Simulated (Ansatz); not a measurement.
## A computed series for SrCl2: response to strain

Consider SrCl$_{2}$ in the fluorite structure (space group Fm-3m, No. 225; a = 6.9078 Å). Axes: x, y, z lie along the cube axes.

Strains are applied to the cell and any free atomic positions relax; under biaxial strain the out-of-plane vector relaxes too.

The values are results of PBEsol in Ansatz (plane waves to 420 eV, PAW, spin-orbit coupling left out), not measurements.

Candidates:
(a) biaxial strain −1.50 %, plane normal [001], relaxed out of plane
(b) biaxial strain +3.00 %, plane normal [001], relaxed out of plane
(c) biaxial strain −3.00 %, plane normal [001], relaxed out of plane
(d) biaxial strain +2.50 %, plane normal [001], relaxed out of plane
(e) biaxial strain −2.00 %, plane normal [001], relaxed out of plane

Before the change:

```
Property    Value
--------  -------
Band gap  5.25 eV
```

Order them by band gap, lowest first.

(b) biaxial strain +3.00 %, plane normal [001], relaxed out of plane (4.85 eV), (d) biaxial strain +2.50 %, plane normal [001], relaxed out of plane (4.92 eV), (c) biaxial strain −3.00 %, plane normal [001], relaxed out of plane (5.15 eV), (e) biaxial strain −2.00 %, plane normal [001], relaxed out of plane (5.23 eV), (a) biaxial strain −1.50 %, plane normal [001], relaxed out of plane (5.25 eV)

Whether these cells are dynamically stable was not tested.

Ansatz is an electronic-structure program.
